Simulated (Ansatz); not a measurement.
Input and output of a zone-centre phonon calculation for IrRh3 (Pm-3m, 4 atoms in the cell) (Ansatz, a first-principles code).

Computed with LDA (PW92), PAW files made with PBE (plane waves; Ansatz).

```
IrRh3
1.0
    3.81706     0.00000     0.00000
    0.00000     3.81706     0.00000
    0.00000     0.00000     3.81706
Ir Rh
1 3
Direct
  0.00000   0.00000   0.00000
  0.00000   0.50000   0.50000
  0.50000   0.00000   0.50000
  0.50000   0.50000   0.00000
```

Reference input (self-consistent single point, DFT, LDA (PW92), plane waves, PAW files made with PBE): basis.ecutwfc = 420 eV; kpoints.mp_grid.grid = 6 6 6; hamiltonian.xc = lda; hamiltonian.pseudopotentials = {kind: paw} (the program's default PAW files); scf.occupations.method = fermi_dirac; scf.occupations.width = 0.1 eV. This run's input differs from it in these lines:

```diff
@@ -20,6 +20,4 @@
   occupations: { method: fermi_dirac, width: 0.1 }
-output:
-  forces: true
-  eigenvalues: true
-  stress: true
+phonons:
+  method: dfpt
```

Output, abridged:

```
SCF iter   1: F=—  HF=-30504.212252 eV  |F-HF|=—  |Δ(HF+E_count)|=         —  Δρ=1.53e-1  dr2=1.85e1  ethr=3.10e-3  ⟨swp⟩=4.8  Hψ=8295  notcnv=0  defer=3
all-band conjugate gradients solve this SCF's bands
preconditioner: auto → Kerker (q_TF=auto, 2.821 Å⁻¹)
SCF iter   2: F=—  HF=-30501.377706 eV  |F-HF|=—  |Δ(HF+E_count)|=    2.83e0  Δρ=6.90e-2  dr2=4.05e0  ethr=3.10e-3  ⟨swp⟩=2.0  Hψ=4777  notcnv=0
   [... lines left out ...]
SCF iter   8: F=—  HF=-30500.696774 eV  |F-HF|=—  |Δ(HF+E_count)|=   1.97e-6  Δρ=1.42e-5  dr2=1.79e-7  ethr=1.62e-9  ⟨swp⟩=2.0  Hψ=3575  notcnv=0
SCF iter   9: F=—  HF=-30500.696774 eV  |F-HF|=—  |Δ(HF+E_count)|=   2.31e-8  Δρ=4.60e-6  dr2=1.97e-8  ethr=2.63e-10  ⟨swp⟩=1.0  Hψ=2624  notcnv=0
SCF iter  10: F=—  HF=-30500.696774 eV  |F-HF|=—  |Δ(HF+E_count)|=   2.92e-9  Δρ=5.08e-7  dr2=1.73e-10  ethr=2.90e-11  ⟨swp⟩=1.1  Hψ=2639  notcnv=0
SCF iter  11: F=-30500.696774 eV  HF=-30500.696774 eV  |F-HF|=7.28e-12  |Δ(HF+E_count)|=  2.91e-11  Δρ=1.15e-7  dr2=5.34e-12  ethr=1.00e-12  ⟨swp⟩=4.2  Hψ=11278  notcnv=0
SCF 1 converged in 11 iterations: F = -30500.696774 eV  dr2 = 5.34e-12
DFPT response loops at Γ: preconditioner auto → Kerker (q_TF=auto, 2.821 Å⁻¹) (partly filled bands, converged f_vac=0.000) …
Free energy (F): -30500.696774 eV
Internal energy: -30500.555420 eV  (E = F + TS)
E sigma→0 (E₀):  -30500.626097 eV
Entropy (-TS):   -0.141354 eV (-35.339 meV/atom)
Fermi energy:    22.782440 eV
--- Phonons (Γ-DFPT): 3 representative perturbations + reference, on 64 of 216 k-points (Σ response iterations 9) ---
  k mesh reduced under 8 symmetry operations, with k and −k counted as one. Each operation leaves every solved displacement unchanged or reverses it
  ASR residual: 8.479e-4 → 0.000e0 eV/Å²; symmetrization residual: 3.708e-6 eV/Å²
  ASR residual per site (eV/Å²): 8.48e-4 5.71e-4 5.71e-4 5.71e-4
  Γ frequencies (cm⁻¹): 0.00 0.00 0.00 154.94 154.94 154.94 183.46 183.46 183.46 221.41 221.41 221.41
  non-analytic LO–TO correction: not included (Born effective charges unavailable; polar crystals: no LO–TO splitting at Γ)
```

The run converged in 11 iterations. 

Summary of the result:
- Free energy E − TS (on the zero of these files): -30500.6968 eV
- Fermi level (on the code's own zero): 22.78 eV
- Zone-centre frequencies (cm⁻¹; negative means imaginary): 0, 0, 0, 155, 155, 155, 183, 183, 183, 221, 221, 221

The starting cell comes from a database of computed structures (which also holds hypothetical and non-ambient phases and stackings), without a prior relaxation at this level. Spin polarisation is off.

Cost on one core of a shared machine: roughly 50 s.

Keys are those of Ansatz 0.2.
